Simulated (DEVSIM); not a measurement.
# Schottky contact on n-type Si

Structure: Schottky contact on n-type Si, at 300 K.

```
layer (left to right)  material  thickness (μm)  Nd (cm⁻³)  τn (s)  τp (s)
---------------------  --------  --------------  ---------  ------  ------
1                            Si            8.10     7.5e16  1.4e-6  1.4e-6
2                            Si            2.60     1.3e18  1.4e-6  1.4e-6
```

Left contact: Schottky, work function 4.78 eV, emission velocity 1.1e7 cm/s. Right contact: ohmic. Voltage is applied to the left contact. Recombination: SRH at mid-gap. Mobility is μmin + (μ − μmin)/(1 + (N/Nref)^α).

This is a model device: material constants are rounded textbook-type values typed into the input, and sizes, dopings and lifetimes were drawn at random. Values at 300 K.

```csv
parameter,Si
gap (eV),1.124
affinity (eV),4.05
permittivity,11.7
Nc (cm⁻³),2.86e19
Nv (cm⁻³),3.1e19
μn (cm²/Vs),1417
μp (cm²/Vs),470
"μn,min",52
"μp,min",45
"Nref,n",9.7e16
"Nref,p",2.2e17
αn,0.68
αp,0.72
```

Simulated with DEVSIM: 1D drift-diffusion, Boltzmann statistics, complete ionisation; no tunnelling, impact ionisation, image-force lowering or self-heating. Metal contacts follow the ideal Schottky-Mott rule: no Fermi-level pinning, no interface dipoles.

```
Item                                             Value
---------------------------------------------  -------
Potential step across the device at zero bias  0.650 V
Dark forward voltage at 1 A/cm²                0.276 V
Dark forward voltage at 100 A/cm²              0.406 V
```

Dark forward current:

```json
[
 {"V (V)": "0.05", "J (A/cm²)": "0.00014"},
 {"V (V)": "0.10", "J (A/cm²)": "0.0011"},
 {"V (V)": "0.15", "J (A/cm²)": "0.0079"},
 {"V (V)": "0.20", "J (A/cm²)": "0.054"},
 {"V (V)": "0.25", "J (A/cm²)": "0.37"},
 {"V (V)": "0.30", "J (A/cm²)": "2.5"},
 {"V (V)": "0.35", "J (A/cm²)": "16"},
 {"V (V)": "0.40", "J (A/cm²)": "85"},
 {"V (V)": "0.45", "J (A/cm²)": "290"},
 {"V (V)": "0.50", "J (A/cm²)": "620"},
 {"V (V)": "0.55", "J (A/cm²)": "1000"},
 {"V (V)": "0.60", "J (A/cm²)": "1500"},
 {"V (V)": "0.65", "J (A/cm²)": "1900"},
 {"V (V)": "0.70", "J (A/cm²)": "2400"}
]
```
